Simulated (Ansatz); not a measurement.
System: bcc Ca (high-temperature phase). Method: rVV10 in Ansatz (PAW).

Run with plane-wave cutoff 520 eV, 18×18×18 k mesh, Fermi–Dirac smearing 0.05 eV, scalar-relativistic PAW data made under PBE.

Energies at three volumes about the minimum:

| V (Å³/atom) | E − E_lowest (meV/atom) |
|---|---|
| 39.562 | 0.95 |
| 40.369 | 0.00 |
| 41.176 | 0.78 |

**Question.** Fit a parabola by hand: where is the minimum, what lattice constant follows, and what is the bulk modulus?

**Answer.** Slopes: (0.00 − 0.95)/(40.369 − 39.562) = -1.177 and (0.78 − 0.00)/(41.176 − 40.369) = 0.967 meV/Å³. Curvature E″ = 2 × (0.967 − (-1.177))/(41.176 − 39.562) = 2.657 meV/Å⁶. From the middle of the first interval, the slope vanishes at V0 = 39.9655 − (-1.177)/2.657 = 40.408 Å³/atom. B = V0 E″ = 40.408 × 2.657 meV/Å³ × 0.1602 GPa per meV/Å³ = 17.2 GPa. With 2 atoms in the cube, a = (2 × 40.408)^(1/3) = 4.323 Å. The full Birch–Murnaghan fit to all volumes gives V0 = 40.399 Å³/atom and B0 = 17.1 GPa.

Note: symmetry holds this phase in the static calculation, where it need not be a minimum.

Ansatz is a program for electronic structure.
